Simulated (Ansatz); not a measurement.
How the equilibrium lattice constant a of SnO₂ (model structure, from the CdI2 type, P-3m1, No. 164) moves with the method

No measured value is used here.

**Question.** Put these levels in order of the equilibrium lattice constant a that they give for SnO₂ (model structure, from the CdI2 type, P-3m1, No. 164), smallest first: PBE (Ansatz, a first-principles code), PBE-D3(BJ) (Ansatz), PBEsol (Ansatz).

**Answer.** PBEsol (3.193 Å), PBE-D3(BJ) (3.216 Å), PBE (3.228 Å)

Ansatz's density-functional and Hartree–Fock values are scalar-relativistic unless marked +SOC, with PAW data made under PBE.

A model structure was made by putting elements into a prototype or built by hand; it is no filed structure, need not be a known phase, and can be a saddle point held by its symmetry.
